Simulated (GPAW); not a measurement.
Checking a run of GPAW on Rb2NaScF6 (Fm-3m, 10 atoms in the cell). The aim is a self-consistent single point with DFT PBEsol, plane waves, GPAW PAW datasets PBEsol (made by gpaw-setup).

Cell that was meant: a = 6.1865 Å, b = 6.1865 Å, c = 6.1865 Å, α = 60.00°, β = 60.00°, γ = 60.00°.

Part of the input:

```python
                                [0.766770, 0.766770, 0.233230]],
              pbc=True)

calc = GPAW(mode={'name': 'pw', 'ecut': 120},
            xc='PBEsol',
            kpts={'size': (4, 4, 4), 'gamma': True},
            occupations={'name': 'fermi-dirac', 'width': 0.0},
```

Log, with long lists cut:

```
Input parameters:
  convergence: {bands: -4}
  kpts: {gamma: True,
         size: (4, 4, 4)}
  maxiter: 120
  mode: {ecut: 120,
   [... lines left out ...]
   9 F      4.374530    4.374530    6.708517    ( 0.0000,  0.0000,  0.0000)

Unit cell:
           periodic     x           y           z      points  spacing
  1. axis:    yes    0.000000    4.374530    4.374530    16     0.3157
  2. axis:    yes    4.374530    0.000000    4.374530    16     0.3157
  3. axis:    yes    4.374530    4.374530    0.000000    16     0.3157

  Lengths:   6.186520   6.186520   6.186520
  Angles:   60.000000  60.000000  60.000000

Effective grid spacing dv^(1/3) = 0.3445
     iter     time        total  log10-change:
                         energy   eigst   dens
iter:   1 --:--:--   292.141775   +0.81
iter:   2 --:--:--   326.606432   -0.52  -0.51
iter:   3 --:--:--   503.171435   +0.63  -0.54
iter:   4 --:--:--   503.270769   -0.84  -0.75
iter:   5 --:--:--   210.937055   +1.13  -0.76
iter:   6 --:--:--   522.487751   +0.90  -0.30
iter:   7 --:--:--   520.772427   -0.32  -1.22
iter:   8 --:--:--   521.694886   -1.18  -1.22
iter:   9 --:--:--   521.836641   -1.63  -1.45
iter:  10 --:--:--   521.864156   -2.65  -1.92
   [... lines left out ...]
iter:  25 --:--:--   522.102074c  -4.29  -3.13
iter:  26 --:--:--   522.102152c  -4.87  -3.32
iter:  27 --:--:--   522.102170c  -4.28  -3.35
iter:  28 --:--:--   522.102148c  -4.85  -3.42
iter:  29 --:--:--   522.102316c  -5.26  -3.43
iter:  30 --:--:--   522.102323c  -5.90  -3.49
iter:  31 --:--:--   522.102377c  -4.92  -3.51
iter:  32 --:--:--   522.102375c  -5.37  -3.95
iter:  33 --:--:--   522.102379c  -6.26  -3.99
iter:  34 --:--:--   522.102388c  -5.83  -4.09c
iter:  35 --:--:--   522.102390c  -6.71  -4.00
iter:  36 --:--:--   522.102390c  -7.82c -4.96c
Converged after 36 iterations.

Dipole moment: (-0.000000, -0.000000, -0.000000) |e|*Ang

Energy contributions relative to reference atoms: (reference = -203514.020457)

Kinetic:       -1640.878020
Potential:     +2021.597603
External:        +0.000000
XC:            +130.625654
Entropy (-ST):   +0.000000
Local:          +10.757153
SIC:             +0.000000
--------------------------
Free energy:   +522.102390
Extrapolated:  +522.102390

Showing only first 2 kpts
 Kpt  Band  Eigenvalues  Occupancy
  0    37      0.79728    2.00000
  0    38      0.79728    2.00000
  0    39      5.77068    0.00000
  0    40      8.25733    0.00000

  1    37      0.91747    2.00000
  1    38      0.93966    2.00000
  1    39      6.97497    0.00000
  1    40      8.41794    0.00000

   [... lines left out ...]
Fermi level: 3.57513
Gap: 4.391 eV
Direct gap: 4.973 eV
   [... lines left out ...]
  5 F    -2.84872    0.00000    0.00000
  6 F    -0.00000    2.84872    0.00000
  7 F    -0.00000   -2.84872   -0.00000
  8 F    -0.00000    0.00000    2.84872
  9 F    -0.00000    0.00000   -2.84872

Stress tensor:
     2.804089     0.000000     0.000000
     0.000000     2.804089    -0.000000
     0.000000    -0.000000     2.804089
Stress (GPa, Voigt): [449.2645 449.2645 449.2645  -0.       0.       0.    ]
```

Problem. Can these results be used? Check the input.

Solution. The run is not sound. The fault is a basis or grid far too coarse for these potentials. The error of an incomplete plane-wave basis or grid does not cancel at such settings. To fix it, restore the cutoff that the potentials need and check convergence. The run converged in 36 iterations without an error; against the sound input the free energy goes up by 57.5 eV/atom, the largest force goes from 0.241 to 2.849 eV/Å and the gap on the mesh goes from 6.740 to 4.391 eV.

The sound input it was made from differs as follows (other fixes are possible):
```diff
-calc = GPAW(mode={'name': 'pw', 'ecut': 120},
+calc = GPAW(mode={'name': 'pw', 'ecut': 900},
```

With that input, the run converged in 26 iterations: free energy E − TS (from the program's reference atoms) -53.3285 eV; top of the valence band (on the code's own zero) -0.68 eV; gap on the k-point mesh 6.74 eV; largest force (vector length) 0.241 eV/Å (DFT PBEsol, plane waves, GPAW PAW datasets PBEsol (made by gpaw-setup)).

On the sound input: the starting cell comes from a database of computed structures (which also holds hypothetical and non-ambient phases and stackings), without a prior relaxation at this level.
